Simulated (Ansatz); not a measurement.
Functionals compared on a constructed model of the (111)A surface of 3C silicon carbide, Si-terminated, (√3x√3)R30° Au adatom at H3 (bottom of the slab: 3 H on 3 bottom sites), in Ansatz (plane waves, PAW). The structure was relaxed with PBE; the other rows are single points on it. Cutoff 420 eV (500 eV for r2SCAN).

Model: 28-atom slab, 11.2 Å thick at the start with caps and adatoms (thin: gaps and levels are the slab's own), 6x6x1 mesh, Fermi-Dirac 0.025 eV, dipole correction, 6 atoms held, the rest relaxed; held to the start's symmetry, so lower structures may exist; no spin (no spin-polarised run to compare, though such a face may carry moments), no spin-orbit, no U. The slab shows no gap on its mesh. In PBE it is, or lies within 0.01 eV a 1x1 cell of, the lowest of the 2 structures of its composition computed so far; subsurface sites and larger cells were not tried. These notes are the PBE run's.

```json
[
 {"functional": "PBE", "work function of the top face (eV)": "4.54", "rough cost of the single point": "–"},
 {"functional": "r2SCAN", "work function of the top face (eV)": "4.54", "rough cost of the single point": "roughly 90 core-seconds"}
]
```

Ansatz is an electronic-structure program.
